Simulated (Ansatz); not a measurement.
BaTiO3, point defects

The reference is a 15-atom supercell of BaTiO3 (space group P4mm, No. 99; a = 3.985 Å, c = 4.204 Å) at its relaxed geometry.

One neutral defect a cell, atoms relaxed at fixed cell.

Calculations: plane-wave PAW DFT at the PBE level (Ansatz, an electronic-structure program, 420 eV), no SOC, earlier PAW set.

```json
[
 {"variant": "perfect supercell", "pressure": "0.0 GPa", "largest displacement of a host atom from its site in the perfect cell": "–"},
 {"variant": "Ti vacancy, symmetric start", "pressure": "7.8 GPa", "largest displacement of a host atom from its site in the perfect cell": "0.46 Å"},
 {"variant": "Ba on a O site (antisite), symmetric start", "pressure": "18.1 GPa", "largest displacement of a host atom from its site in the perfect cell": "0.65 Å"},
 {"variant": "O interstitial (started 1.85 Å from the nearest host atom)", "pressure": "9.6 GPa", "largest displacement of a host atom from its site in the perfect cell": "0.37 Å"}
]
```

The magnetic state is the one reached from the starting moments; the real material's order can differ, and small cells can't hold many antiferromagnetic ones. The cell is small, so the values are those of an ordered compound at a high defect concentration; dilute-limit values will differ. The mesh was chosen for an insulator and is coarse for the gapless case. Defects with a symmetric start kept the site's symmetry and may sit on a saddle; the others started slightly shaken. Seeded moments were not kept for Ba on a O site (antisite) and O interstitial (started 1.85 Å from the nearest host atom). No Hubbard U is applied, and correlation can decide whether such a compound is a metal. Spin-polarised in the final run: Ti vacancy, Ba on a O site (antisite) and O interstitial (started 1.85 Å from the nearest host atom); the other runs are not.
